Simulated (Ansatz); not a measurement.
A self-consistent single point of BaCuTeF (P4mm, 8 atoms in the cell) with Ansatz (a quantum-chemistry and plane-wave program).

Method of the run: PBEsol, default PAW files made with PBE (plane waves; Ansatz).

```
CELL_PARAMETERS angstrom
      4.42657     0.00000     0.00000
      0.00000     4.42657     0.00000
      0.00000     0.00000     9.47902
ATOMIC_POSITIONS crystal
  Ba 0.00000 0.50000 0.66410
  Ba 0.50000 0.00000 0.34117
  Cu 0.00000 0.00000 0.00000
  Cu 0.50000 0.50000 0.00000
  Te 0.50000 0.00000 0.84088
  Te 0.00000 0.50000 0.15912
  F  0.50000 0.50000 0.50000
  F  0.00000 0.00000 0.50000
```

Reference input (self-consistent single point, DFT, PBEsol, plane waves, default PAW files made with PBE): basis.ecutwfc = 30.9 Ry; kpoints.mp_grid.grid = 6 6 3; hamiltonian.xc = pbesol; hamiltonian.pseudopotentials = {kind: paw} (the program's default PAW files); scf.occupations.method = fermi_dirac; scf.occupations.width = 0.0007 Ry. This run's input differs from it in these lines:

Ansatz 0.2 input:
```diff
@@ -19,3 +19,3 @@
   mp_grid:
-    grid: [6, 6, 3]
+    grid: [5, 5, 3]
 hamiltonian:
```

Output (repeated stretches shortened):

```
SCF iter   1: F=—  HF=-40316.524757 eV  |F-HF|=—  |Δ(HF+E_count)|=         —  Δρ=1.08e-2  dr2=1.50e-1  ethr=1.77e-3  ⟨swp⟩=7.8  Hψ=3743  notcnv=0  defer=1
all-band conjugate gradients solve this SCF's bands
preconditioner: auto → Resta (q_TF=auto, 2.477 Å⁻¹)
SCF iter   2: F=—  HF=-40316.504460 eV  |F-HF|=—  |Δ(HF+E_count)|=   2.03e-2  Δρ=7.02e-3  dr2=5.88e-2  ethr=1.44e-4  ⟨swp⟩=3.0  Hψ=1582  notcnv=0  defer=64
   [... lines left out ...]
SCF iter   6: F=—  HF=-40316.489681 eV  |F-HF|=—  |Δ(HF+E_count)|=   4.76e-5  Δρ=1.41e-4  dr2=2.26e-5  ethr=1.07e-7  ⟨swp⟩=2.0  Hψ=1149  notcnv=0  defer=64
SCF iter   7: F=—  HF=-40316.489726 eV  |F-HF|=—  |Δ(HF+E_count)|=   4.53e-5  Δρ=2.84e-5  dr2=1.44e-6  ethr=2.17e-8  ⟨swp⟩=2.0  Hψ=1132  notcnv=0  defer=64
SCF iter   8: F=—  HF=-40316.489726 eV  |F-HF|=—  |Δ(HF+E_count)|=   2.49e-7  Δρ=4.67e-6  dr2=4.42e-8  ethr=9.62e-11  ⟨swp⟩=11.5  Hψ=4575  notcnv=0
SCF iter   9: F=-40316.489726 eV  HF=-40316.489726 eV  |F-HF|=3.96e-9  |Δ(HF+E_count)|=   4.59e-9  Δρ=3.10e-6  dr2=1.76e-8  ethr=4.25e-11  ⟨swp⟩=4.2  Hψ=2712  notcnv=0
SCF 1 converged in 9 iterations: F = -40316.489726 eV  dr2 = 1.76e-8
Free energy (F): -40316.489726 eV
Internal energy: -40316.489726 eV  (E = F + TS)
E sigma→0 (E₀):  -40316.489726 eV
Fermi energy:    10.262086 eV
--- Forces (eV/Å), atoms counted from 1 ---
  atom   1  Ba     0.00000000     0.00000000    -0.40166412
  atom   2  Ba     0.00000000     0.00000000     0.28393585
  atom   3  Cu     0.00000000     0.00000000     0.01662011
  atom   4  Cu    -0.00000000     0.00000000     0.01662011
  atom   5  Te     0.00000000     0.00000000     0.14678045
  atom   6  Te    -0.00000000     0.00000000    -0.15734260
  atom   7  F     -0.00000000     0.00000000     0.04752387
  atom   8  F      0.00000000     0.00000000     0.04752387
--- Stress (GPa, compression-positive) ---
       -2.900619       0.000000       0.000000
        0.000000      -2.900619       0.000000
        0.000000       0.000000      -2.778386
  P = ⅓ Tr σ = -2.8599 GPa (-28.599 kbar)
  The stress holds the Pulay correction. Without it, at fixed plane waves, as pw.x and ABINIT print it: P = -3.0221 GPa
```

The run converged in 9 iterations. Against the reference run the free energy rises by 1.2 meV/atom, the pressure moves little (-2.87 to -2.86 GPa), the largest force moves little (0.406 to 0.402 eV/Å) and the gap on the mesh moves little (0.876 to 0.875 eV).

The starting cell comes from a database of computed structures (which also holds hypothetical and non-ambient phases and stackings), without a prior relaxation at this level. Its lattice was rescaled by up to half a per cent. One atom was moved a little off its site on purpose. Spin-orbit coupling is off. Ansatz's pressure includes its estimate of the finite-basis (Pulay) stress.
